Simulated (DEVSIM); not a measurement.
Device: abrupt CdTe n-p junction, at 400 K.

Layer 1 from the left is CdTe, thickness (μm) 2.40, Nd (cm⁻³) 1.3e16, τn (s) 2.9e-9, τp (s) 2.9e-9. Layer 2 from the left is CdTe, thickness (μm) 26.0, Na (cm⁻³) 2.2e14, τn (s) 2.9e-9, τp (s) 2.9e-9.

Left contact: ohmic. Right contact: ohmic. Voltage is applied to the left contact. Recombination: SRH at mid-gap, radiative. Mobility is constant in doping.

The device is made up for the run: typed textbook-type constants, with dimensions and the other settings drawn at random. Values at 300 K; Nc and Nv go as T^1.5, mobilities as T to minus their exponent, the gap by Varshni's rule with the affinity fixed.

CdTe: gap (eV) 1.5, affinity (eV) 4.28, permittivity 10.2, Nc (cm⁻³) 8e17, Nv (cm⁻³) 1.8e19, μn (cm²/Vs) 1000, μp (cm²/Vs) 80, T exponent of μn 1.7, T exponent of μp 1.5, B (cm³/s) 1e-10, Varshni α (eV/K) 0.00031, Varshni β (K) 108.

Question: Estimate by hand the built-in potential, the peak field at zero bias, the capacitance at 1.5 V, and compare with a numerical solution.

Answer: 
- Built-in potential: ni = √(Nc Nv) exp(−Eg/2kT) = 3.17e9 cm⁻³ with Eg = 1.471 eV; Vbi = kT/q ln(Na Nd/ni²) = 0.909 V; numerical 0.909 V.
- Peak field at zero bias: depletion approximation: W = √(2εVbi/(qN)) = 2.18 μm with N = 2.16e14 cm⁻³; field = 2Vbi/W = 8350 V/cm; numerical 10200 V/cm (estimate below by 18 %).
- Capacitance at 1.5 V: C = √(qεN / 2(Vbi + |V|)) = 2.55 nF/cm²; numerical 2.59 nF/cm² (estimate below by 1.7 %).

Model (solved in DEVSIM): 1D drift-diffusion, Boltzmann statistics, complete ionisation; no tunnelling, impact ionisation, image-force lowering or self-heating.
